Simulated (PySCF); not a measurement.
PySCF 2.14.0, B3LYP/def2-svp: O[Si]1(O)NC[SiH2]1, 13 atoms. The geometry is a generated start, not checked to be a minimum at this level.

| Quantity | Value |
|---|---|
| task | energy and gradient |
| method | b3lyp |
| basis | def2-svp |
| mol.max_memory | 7000 MB |
| mf.init_guess | minao (default) |
| mf.DIIS | CDIIS (default) |
| mf.diis_space | 8 (default) |
| mf.conv_tol | 1e-09 (default) |
| mf.grids.level | 3 (default) |
| basis functions (reference run) | 127 |
| grid points (reference run) | 163200 |

```xyz
13

O      1.6804     0.7339     1.2414
Si     0.9041     0.2206    -0.1027
O      1.9439    -0.2904    -1.2558
N      0.0257    -1.1655     0.3273
C     -1.3259    -0.5921     0.5971
Si    -1.1315     0.9352    -0.5827
H      2.1786     1.5618     1.1729
H      2.6005    -0.9348    -0.9472
H      0.0380    -1.8135    -0.4591
H     -1.4846    -0.2887     1.6400
H     -2.1543    -1.2464     0.3044
H     -1.6589     0.6665    -1.9546
H     -1.6160     2.2136     0.0190
```

The reference run uses exact four-centre integrals. Single runs; times are not shown.

Settings tried, all else as in the reference:
- density fitting of J alone, exact K
- density fitting, auxbasis = autoaux
- density fitting, auxbasis = def2-universal-jfit
- density fitting

**Question.** Which of these stay within 1.0 meV/atom in energy, 10 meV/Å in forces (largest component) of the reference run?

**Answer.** Within it: density fitting, auxbasis = autoaux; density fitting; density fitting of J alone, exact K. Outside: density fitting, auxbasis = def2-universal-jfit.

```csv
setting,energy against the reference,difference in forces (largest component)
"density fitting, auxbasis = autoaux",−0.17 meV/atom,1.7 meV/Å
density fitting,−0.18 meV/atom,1.2 meV/Å
"density fitting of J alone, exact K",−0.33 meV/atom,1.3 meV/Å
"density fitting, auxbasis = def2-universal-jfit",+1400 meV/atom,950 meV/Å
```

Total energies are compared; such shifts often cancel in part in energy differences. def2-universal-jfit is made for Coulomb alone and misses functions that exchange needs. Also tried and not ranked: density fitting, auxbasis = def2-universal-jkfit (same energy as a listed run); COSX exchange (sgx_fit, pjs) with fitted J, mf.with_df.grids_level_i = 1, mf.with_df.grids_level_f = 1 (gradient came out as NaN); COSX exchange (sgx_fit, pjs) with fitted J, mf.with_df.grids_level_i = 1, mf.with_df.grids_level_f = 2 (default) (gradient came out as NaN); COSX exchange (sgx_fit, pjs) with fitted J, mf.with_df.grids_level_i = 1, mf.with_df.grids_level_f = 3 (gradient came out as NaN); COSX exchange (sgx_fit, pjs) with fitted J, mf.with_df.grids_level_i = 1, mf.with_df.grids_level_f = 4 (gradient came out as NaN). The tolerance is a choice made for this comparison.
